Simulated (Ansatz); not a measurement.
## BeS, response to strain

The reference is BeS in the zinc blende structure (space group F-43m, No. 216; a = 4.8381 Å). Axes: x, y, z lie along the cube axes.

Strains are applied to the cell and any free atomic positions relax; under biaxial strain the out-of-plane vector relaxes too.

Level of theory: Kohn–Sham DFT with the PBEsol functional, run in Ansatz (a quantum-chemistry and plane-wave program) with PAW and 420 eV plane waves, no spin-orbit coupling.

| biaxial strain, plane normal [111], relaxed out of plane (%) | band gap (eV) |
|---|---|
| -2.5 | 2.68 |
| -2.08 | ? |
| -1.67 | 2.77 |
| -1.25 | 2.81 |
| -0.83 | 2.84 |
| -0.42 | 2.88 |
| 0 | 2.91 |

**Question.** Fit E_g = E₀ + Dε (ε in %) to the rows shown and predict the withheld row.

**Answer.** Least squares on the printed values gives E₀ = 2.92 eV, D = 91.5 meV per % of strain (largest residual 0.01 eV); this predicts 2.73 eV, and the run gives 2.72 eV, in agreement.

Stability against distortions was not tested.
